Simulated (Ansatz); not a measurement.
# Zn₄Te₃S (model structure, P-4m2, No. 115, 8 atoms in the cell)

Level of theory: r²SCAN (Ansatz, a program for electronic structure, PAW).

Numerical settings: plane-wave cutoff 560 eV, 8×8×4 k mesh (along the axes of the cell as run), Fermi–Dirac smearing 0.01 eV, scalar-relativistic PAW data made under PBE.

Cell (relaxed at this level):

```yaml
crystal:
  lattice:
    - [4.20962, 0.00000, 0.00000]
    - [0.00000, 4.20955, 0.00000]
    - [0.00000, 0.00000, 11.79271]
  atoms:
    - { symbol: Zn, position: [0.00000, 0.00000, 0.01288] }
    - { symbol: S, position: [0.50000, 0.00000, 0.11456] }
    - { symbol: Zn, position: [0.50000, 0.50000, 0.21624] }
    - { symbol: Te, position: [0.00000, 0.50000, 0.34883] }
    - { symbol: Zn, position: [0.00000, 0.00000, 0.48136] }
    - { symbol: Te, position: [0.50000, 0.00000, 0.61457] }
    - { symbol: Zn, position: [0.50000, 0.50000, 0.74778] }
    - { symbol: Te, position: [0.00000, 0.50000, 0.88029] }
```

For Zn₄Te₃S (model structure, P-4m2, No. 115, 8 atoms in the cell), the band gap comes out as 1.60 eV (on the SCF k mesh). The bulk modulus B0 is 55.2 GPa.

Note: the bulk modulus is −V dP/dV from two relaxed cells at ±2 % in volume; the relaxation could raise the start's symmetry but not lower it, so the cell can be a saddle point.

Spin–orbit coupling is not included.

Static lattice: no zero-point or thermal effects.

The result took roughly 20 core-minutes.

A model structure was made by putting elements into a prototype or built by hand; it is no filed structure, need not be a known phase, and can be a saddle point held by its symmetry.
